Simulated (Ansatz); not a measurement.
**PBE against r2SCAN: TiSi2, uniaxial strain ε_yy = −0.46 %**

The reference is TiSi$_{2}$ (space group Cmcm, No. 63; a = 3.546 Å, b = 13.563 Å, c = 3.580 Å). Axes: x, y, z lie along a, b, c of the conventional cell.

(Cell as relaxed with PBE.)

Levels (all Ansatz, a quantum-chemistry and plane-wave program, PAW): PBE (420 eV, without spin-orbit coupling); r2SCAN (500 eV, spin-orbit coupling left out).

Each level relaxes its own structure.

| base | PBE | r2SCAN |
|---|---|---|
| volume per atom | 14.35 Å³ | 14.16 Å³ |
| band gap | zero | zero |

Perturbation: the cell is compressed by 0.46 % along y with no lateral relaxation, atoms relaxed at fixed cell.

```csv
quantity,PBE,r2SCAN
energy relative to the base (free energy F),+0.2 meV/atom,[?]
band gap,zero,[?]
shortest interatomic distance,240.3 pm,[?]
"pressure (mean of the normal stresses, compression positive)",0.5 GPa,[?]
```

What does r2SCAN give?


- energy relative to the base (free energy F), r2SCAN: +0.2 meV/atom
- band gap, r2SCAN: zero
- shortest interatomic distance, r2SCAN: 237.9 pm
- pressure (mean of the normal stresses, compression positive), r2SCAN: 0.5 GPa

PBE's shortest interatomic distance lies 2.4 pm above r2SCAN's (1.0 %); the two agree on the energy relative to the base, band gap and pressure. Neither level is exact; r2SCAN is the comparison here, not a measurement.

Without a gap, meshes like the base's 14×14×13 leave anisotropic stresses uncertain by several tenths of a GPa, and small strain energies with them. Stability against distortions was not tested. The final runs are not spin-polarised.
